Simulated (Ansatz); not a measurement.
MgTe: pressure −2 GPa

The parent structure is MgTe in the wurtzite structure (space group P6_3mc, No. 186; a = 4.5614 Å, c = 7.4119 Å).

Perturbation: hydrostatic tension (pressure −2 GPa).

Calculations: PBEsol (Ansatz, an electronic-structure program, PAW, scalar-relativistic without spin-orbit coupling). k-mesh 8×8×5 (Γ-centred); smearing 0.05 eV (Fermi–Dirac).

```csv
quantity,base,changed,shift
volume per atom,33.39 Å³,35.57 Å³,+2.18 Å³
density,3.78 g/cm³,3.55 g/cm³,-0.23 g/cm³
lattice parameter a,456.1 pm,465.8 pm,+9.63 pm
c/a ratio,1.625,1.626,+0.001
shortest interatomic distance,278.7 pm,284.7 pm,+5.93 pm
enthalpy H = E + PV relative to the base's energy,–,-0.43 eV/atom,–
band gap,2.39 eV,2.12 eV,-0.27 eV
gap character,direct at Γ,direct at Γ,–
mean gap deformation potential ΔEg/Δln V,–,-4.3 eV,–
width of the top valence band,1.40 eV,1.27 eV,-0.13 eV
electron mass,"0.15 mₑ along c, 0.17 mₑ across (at Γ)","0.15 mₑ along c, 0.17 mₑ across (at Γ)",–
"valence-band top at Γ (three highest levels, from the VBM)","0.00, -0.02, -0.02 eV","0.00, -0.01, -0.01 eV",–
```

Spin-orbit coupling, missing from the scalar runs, can matter with Te. Load acts through the strain it causes; cell and atoms are relaxed under it. Effective masses come from finite differences of ±0.01 Å⁻¹. No phonon test of stability was made.
